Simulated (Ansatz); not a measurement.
Base system: WSe₂ in the 2H-MoS2 type structure (space group P6_3/mmc, No. 194; layered, stacked along the Cartesian z axis).

```xyz
6
Lattice="3.2305 0.0000 0.0000 -1.6153 2.7977 0.0000 0.0000 0.0000 12.4113" Properties=species:S:1:pos:R:3 pbc="T T T"
W      0.0000     1.8651     3.1028
W      1.6153     0.9326     9.3085
Se     0.0000     1.8651     7.6274
Se     1.6153     0.9326     1.4217
Se     1.6153     0.9326     4.7839
Se     0.0000     1.8651    10.9896
```

Levels (all Ansatz, a program for electronic structure, PAW): PBEsol-D3(BJ) (420 eV, without spin-orbit coupling); HSE06 (420 eV, without spin-orbit coupling).

Its gap is 0.67 eV with PBEsol-D3(BJ) and 1.14 eV with HSE06.

The change: a free-standing slab of 1 layer (3 atoms, 3 a layer) is cut normal to the stacking axis, with 15 Å of vacuum and the in-plane cell relaxed.

With PBEsol-D3(BJ) the gap becomes 1.64 eV.

Question: If the HSE06 correction stayed the same, what would the HSE06 gap be, and what does the HSE06 run give?

Answer: A rigid correction of +0.47 eV gives 2.11 eV. The HSE06 run gives 2.17 eV, so the correction itself changes by +0.06 eV.

Single points use the geometry relaxed with PBEsol-D3(BJ). The hybrid gap comes from the SCF mesh plus the semilocal run's edge points and a few special points and is an upper bound. Spin-orbit coupling, missing from the scalar runs, can matter with W. No phonon test of stability was made.
